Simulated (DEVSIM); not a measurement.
Device: illuminated Si p-on-n cell, one wavelength, with a back-surface field, at 250 K.

| layer (left to right) | material | thickness (μm) | Nd (cm⁻³) | Na (cm⁻³) | τn (s) | τp (s) | absorption coefficient (cm⁻¹) |
|---|---|---|---|---|---|---|---|
| 1 | Si | 0.210 | - | 1.2e18 | 1.3e-7 | 9e-7 | 330 |
| 2 | Si | 96.0 | 1.7e17 | - | 1.8e-6 | 1.8e-6 | 330 |
| 3 | Si | 0.980 | 1.9e18 | - | 1.8e-6 | 1.8e-6 | 330 |

Left contact: ohmic, minority electron recombination velocity 2e6 cm/s. Right contact: ohmic, minority hole recombination velocity 30000 cm/s. Voltage is applied to the left contact. Recombination: SRH at mid-gap, radiative, Auger. Light enters at the left, 5e16 photons cm⁻² s⁻¹, one pass, no reflection. Mobility is μmin + (μ − μmin)/(1 + (N/Nref)^α).

Constants are typed, rounded textbook-type inputs, not results; the design itself was drawn at random and stands for no fabricated device. Values at 300 K; Nc and Nv go as T^1.5, mobilities as T to minus their exponent, the gap by Varshni's rule with the affinity fixed.

| parameter | Si |
|---|---|
| gap (eV) | 1.124 |
| affinity (eV) | 4.05 |
| permittivity | 11.7 |
| Nc (cm⁻³) | 2.86e19 |
| Nv (cm⁻³) | 3.1e19 |
| μn (cm²/Vs) | 1417 |
| μp (cm²/Vs) | 470 |
| μn,min | 52 |
| μp,min | 45 |
| Nref,n | 9.7e16 |
| Nref,p | 2.2e17 |
| αn | 0.68 |
| αp | 0.72 |
| T exponent of μn | 2.3 |
| T exponent of μp | 2.2 |
| B (cm³/s) | 4.7e-15 |
| Cn (cm⁶/s) | 2.8e-31 |
| Cp (cm⁶/s) | 9.9e-32 |
| Varshni α (eV/K) | 0.000473 |
| Varshni β (K) | 636 |

Simulated with DEVSIM: 1D drift-diffusion, Boltzmann statistics, complete ionisation; no tunnelling, impact ionisation, image-force lowering or self-heating.

The minority lifetime in layer 2 was swept, all else fixed.

```tsv
minority lifetime in layer 2 (s)	largest power (mW/cm²)	dark forward voltage at 1 A/cm² (V)	short-circuit current (mA/cm²)	share of generated pairs collected at short circuit
5.4e-8	0.806	0.767	1.52	0.197
1.8e-7	1.29	0.769	2.37	0.309
5.4e-7	1.86	0.770	3.36	0.437
1.8e-6	2.54	0.771	4.54	0.590
5.4e-6	3.07	0.771	5.44	0.708
1.8e-5	3.40	0.772	6.00	0.781
5.4e-5	3.53	0.772	6.21	0.808
```

From the first row to the last the largest power goes from 0.806 to 3.53. From the first row to the last the dark forward voltage at 1 A/cm² goes from 0.767 to 0.772.
